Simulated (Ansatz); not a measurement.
We consider BeCl2 (Ibam, No. 72), described by PBEsol (Ansatz, a quantum-chemistry and plane-wave program, PAW).

Settings: plane-wave cutoff 520 eV, 10×10×10 k mesh, Fermi–Dirac smearing 0.01 eV, scalar-relativistic PAW data made under PBE.

Cell (relaxed at this level):

```
CELL_PARAMETERS angstrom
     -2.83430     5.26880     2.59855
      2.83430    -5.26880     2.59855
      2.83430     5.26880    -2.59855
ATOMIC_POSITIONS crystal
  Be 0.25000 0.25000 0.00000
  Be 0.75000 0.75000 0.00000
  Cl 0.60407 0.30687 0.91094
  Cl 0.39593 0.69313 0.08906
  Cl 0.89593 0.80687 0.70280
  Cl 0.10407 0.19313 0.29720
```

Estimate the band gap and smallest direct gap on the k points sampled that the calculation returns.


- band gap = 6.30 eV (indirect)
- smallest direct gap on the k points sampled = 6.47 eV

Note: the cell is over a tenth larger than the published one: the level's own overestimate first of all, though another phase or state, or a fault of the published cell, is possible; the cell has widely spaced layers and the level no dispersion term, so their spacing and the moduli can rest on weak binding.
